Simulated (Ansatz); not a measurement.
The cell is built on a prototype and need not be the phase stable at ambient conditions.

By r2SCAN, the system below comes out a metal.

The ballistic (Sharvin) conductance counts the channels at the Fermi level: G/A = (e²/h) × channels of both spins per area.

Here is the system:

```
Te
1.0
    5.00453     0.00000     0.00000
    0.00000     7.07747     0.00000
    2.50226     3.53874     2.50226
Te
2
Direct
  0.50000   0.75000   0.00000
  0.00000   0.50000   0.00000
```

Space group of this cell: Fd-3m, diamond. The cell was relaxed by PBE-D3(BJ); by r2SCAN its mean pressure is 0.9 GPa.

The current flows along the normal of the first two printed cell vectors. No spin-orbit coupling; the value is a mean over 0.1 eV about the Fermi level.

Task: Compute, with Ansatz (a quantum-chemistry and plane-wave program) with r2SCAN, the ballistic conductance per area.

Result: 0.48 × 10¹⁵ S/m² for both spins.
